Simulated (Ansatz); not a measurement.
We consider In3SbTe2 (Immm, No. 71, 6 atoms in the cell; start mp-1223976), described by PBE (plane waves, PAW; Ansatz, an electronic-structure program).

Run with plane-wave cutoff 520 eV, 16×16×16 k mesh, Fermi–Dirac smearing 0.05 eV, scalar-relativistic PAW data made under PBE.

Cell (relaxed at this level):

In3SbTe2 is modelled in the orthorhombic space group Immm (No. 71), Pearson symbol oI12. Conventional cell: a = 4.4127 Å, b = 6.2086 Å, c = 13.2292 Å, α = 90.00°, β = 90.00°, γ = 90.00°. In1 on 2a is coordinated by 2 Sb at 3.104 Å and 4 Te at 3.171 Å (octahedral). In2 on 4i is coordinated by 2 Sb at 3.051 Å and 4 Te at 3.109–3.137 Å (octahedral). Sb on 2d is coordinated by 6 In at 3.051–3.104 Å (octahedral). Te on 4j has 6 In at 3.109–3.171 Å (octahedral). (Neighbours: up to the widest gap in distance over summed covalent radii, below 1.35, at either atom; cation-cation and far metal-metal contacts left out.)
(The calculation used a cell of 6 atoms; values per cell refer to that cell.)

Task: Estimate the bulk modulus that the calculation returns.

Result: 
- bulk modulus: 43.0 GPa

The run finds no gap.

Note: the bulk modulus is −V dP/dV from two relaxed cells at ±2 % in volume; the relaxation could not lower the start's symmetry, so the cell can be a saddle point above a distorted one.

Spin–orbit coupling is not included; it can open a gap where bands touch, and shift volumes and moduli.

Computed values are for the static lattice.

Cost on a shared machine: very roughly 20 core-minutes.

A start named mp-… is a Materials Project structure, which need not be a measured phase.
